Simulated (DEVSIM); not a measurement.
Structure: isotype n-n heterojunction Al0.4Ga0.6As/GaAs, at 300 K.

```tsv
layer (left to right)	material	thickness (μm)	Nd (cm⁻³)	τn (s)	τp (s)
1	Al0.4Ga0.6As	0.930	3.2e17	1.5e-8	1.5e-8
2	GaAs	0.340	3.1e15	1.5e-8	1.5e-8
```

Left contact: ohmic. Right contact: ohmic. Voltage is applied to the left contact. Recombination: SRH at mid-gap, radiative, Auger. Mobility is constant in doping.

This is a model device: material constants are rounded textbook-type values typed into the input, and sizes, dopings and lifetimes were drawn at random. Values at 300 K.

```csv
parameter,Al0.4Ga0.6As,GaAs
gap (eV),1.9228,1.424
affinity (eV),3.754,4.07
permittivity,11.76,12.9
Nc (cm⁻³),7.93e17,4.7e17
Nv (cm⁻³),9e18,9e18
μn (cm²/Vs),3220,8500
μp (cm²/Vs),158,400
B (cm³/s),2e-10,2e-10
Cn (cm⁶/s),1e-30,1e-30
Cp (cm⁶/s),1e-30,1e-30
```

Model (solved in DEVSIM): 1D drift-diffusion, Boltzmann statistics, complete ionisation; no tunnelling, impact ionisation, image-force lowering or self-heating. Band offsets follow the typed affinities; no thermionic-emission limit at abrupt steps, no polarisation charge.

### Question
Give the dark forward current.

### Answer

```json
[
 {"V (V)": "0.05", "J (A/cm²)": "1500"},
 {"V (V)": "0.10", "J (A/cm²)": "2300"},
 {"V (V)": "0.20", "J (A/cm²)": "3600"},
 {"V (V)": "0.25", "J (A/cm²)": "4200"},
 {"V (V)": "0.35", "J (A/cm²)": "5600"},
 {"V (V)": "0.40", "J (A/cm²)": "6300"},
 {"V (V)": "0.50", "J (A/cm²)": "7900"},
 {"V (V)": "0.55", "J (A/cm²)": "8700"},
 {"V (V)": "0.65", "J (A/cm²)": "10000"},
 {"V (V)": "0.70", "J (A/cm²)": "11000"},
 {"V (V)": "0.75", "J (A/cm²)": "12000"},
 {"V (V)": "0.85", "J (A/cm²)": "14000"},
 {"V (V)": "0.90", "J (A/cm²)": "15000"},
 {"V (V)": "1.00", "J (A/cm²)": "17000"},
 {"V (V)": "1.05", "J (A/cm²)": "18000"},
 {"V (V)": "1.15", "J (A/cm²)": "20000"},
 {"V (V)": "1.20", "J (A/cm²)": "21000"},
 {"V (V)": "1.30", "J (A/cm²)": "23000"},
 {"V (V)": "1.35", "J (A/cm²)": "25000"},
 {"V (V)": "1.40", "J (A/cm²)": "26000"},
 {"V (V)": "1.50", "J (A/cm²)": "28000"},
 {"V (V)": "1.55", "J (A/cm²)": "29000"},
 {"V (V)": "1.65", "J (A/cm²)": "31000"},
 {"V (V)": "1.70", "J (A/cm²)": "33000"},
 {"V (V)": "1.80", "J (A/cm²)": "35000"},
 {"V (V)": "1.85", "J (A/cm²)": "36000"},
 {"V (V)": "1.95", "J (A/cm²)": "39000"},
 {"V (V)": "2.00", "J (A/cm²)": "40000"}
]
```
